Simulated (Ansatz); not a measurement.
**Point defects in TiS2**

Consider a 9-atom supercell of TiS2 in the CdI2 type structure (space group P-3m1, No. 164; layered, stacked along the Cartesian z axis) at its relaxed geometry.

```yaml
crystal:
  lattice:
    - [5.04088, -2.91036, 0.00000]
    - [0.00000, 5.82071, 0.00000]
    - [-1.68029, -2.91036, 5.52244]
  atoms:
    - { symbol: Ti, position: [0.00000, 0.00000, 0.00000] }
    - { symbol: Ti, position: [0.66667, 0.33333, 0.00000] }
    - { symbol: Ti, position: [0.33333, 0.66667, 0.00000] }
    - { symbol: S, position: [0.08619, 0.50571, 0.25857] }
    - { symbol: S, position: [0.75286, 0.83904, 0.25857] }
    - { symbol: S, position: [0.41952, 0.17238, 0.25857] }
    - { symbol: S, position: [0.58048, 0.82762, 0.74143] }
    - { symbol: S, position: [0.24714, 0.16096, 0.74143] }
    - { symbol: S, position: [0.91381, 0.49429, 0.74143] }
```

One neutral defect a cell, atoms relaxed at fixed cell.

Computed with PBE-D3(BJ) (Ansatz, a program for electronic structure), no SOC.

```json
[
 {"variant": "perfect supercell", "pressure": "0.0 GPa", "largest displacement of a host atom from its site in the perfect cell": "–"},
 {"variant": "P on a S site, symmetric start", "pressure": "-1.4 GPa", "largest displacement of a host atom from its site in the perfect cell": "0.02 Å"},
 {"variant": "Pb on a S site, symmetric start", "pressure": "1.5 GPa", "largest displacement of a host atom from its site in the perfect cell": "0.21 Å"},
 {"variant": "H interstitial (started 1.97 Å from the nearest host atom)", "pressure": "?", "largest displacement of a host atom from its site in the perfect cell": "?"},
 {"variant": "S on a Ti site (antisite)", "pressure": "2.0 GPa", "largest displacement of a host atom from its site in the perfect cell": "0.18 Å"},
 {"variant": "S vacancy, symmetric start", "pressure": "1.8 GPa", "largest displacement of a host atom from its site in the perfect cell": "0.31 Å"}
]
```

Problem. Complete the table.

Solution. 
- H interstitial (started 1.97 Å from the nearest host atom), pressure: 2.4 GPa
- H interstitial (started 1.97 Å from the nearest host atom), largest displacement of a host atom from its site in the perfect cell: 0.14 Å

In so small a cell the defect repeats every few ångströms: this is an ordered compound, not a dilute defect. Defects with a symmetric start kept the site's symmetry and may sit on a saddle; the others started slightly shaken. All final runs are without spin polarisation.
